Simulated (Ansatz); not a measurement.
# W: response to strain

Start from W in the bcc (W type) structure (space group Im-3m, No. 229; a = 3.154 Å; relaxed with 0.1 eV smearing). Axes: x, y, z lie along the cube axes.

Strains are applied to the cell and any free atomic positions relax.

Computed with PBEsol/PAW in Ansatz (a program for electronic structure), scalar-relativistic without spin-orbit coupling.

Notes on the quantities. energy relative to the base: free energy F.

```tsv
uniaxial strain ε_zz (%)	energy relative to the base (meV/atom)
0	0.0
0.5	?
1	2.6
1.5	5.8
2	10.2
2.5	15.7
3	22.4
```

Q: Fit ΔE = Aε² + Bε³ (ε in %) to the rows shown and predict the withheld row.

A: Least squares on the printed values gives A = 2.66 and B = -0.058 meV/atom (largest residual 0.0 meV/atom); this predicts 0.7 meV/atom, and the run gives 0.7 meV/atom, in agreement.

Whether these cells are dynamically stable was not tested. The final runs are not spin-polarised.
